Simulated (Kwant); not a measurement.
Device: In0.53Ga0.47As/In0.52Al0.48As stack with 1 barrier. One parabolic valley. Leads of mass 0.041 mₑ with the band edge at 0; grid 0.1 nm; bias 0 V, dropping linearly over the stack.

```
layer  thickness (nm)  band offset (eV)  mass (mₑ)
-----  --------------  ----------------  ---------
1                 2.7              0.52      0.075
```

Constants are typed, rounded textbook-type inputs, not results; the design itself was drawn at random and stands for no fabricated device.

Kwant, one-band effective-mass tight-binding model in one dimension, coherent, no space charge.

Problem. Work out the transmission below the barrier top from T = 1/(1 + ((ζ + 1/ζ)/2)² sinh²(κa)), ζ = (k/m_lead)/(κ/m_barrier).

Solution. E = 0.0518 eV: k = 0.2361 nm⁻¹, κ = 0.9600 nm⁻¹, ζ = 0.4499, T = 0.0125. The simulation gives 0.0126, the same within the digits that matter. E = 0.1502 eV: k = 0.4020 nm⁻¹, κ = 0.8532 nm⁻¹, ζ = 0.8620, T = 0.0383. The simulation gives 0.0384, the same within the digits that matter. E = 0.2289 eV: k = 0.4963 nm⁻¹, κ = 0.7570 nm⁻¹, ζ = 1.199, T = 0.0630. The simulation gives 0.0630, the same within the digits that matter. What differs comes from the grid.
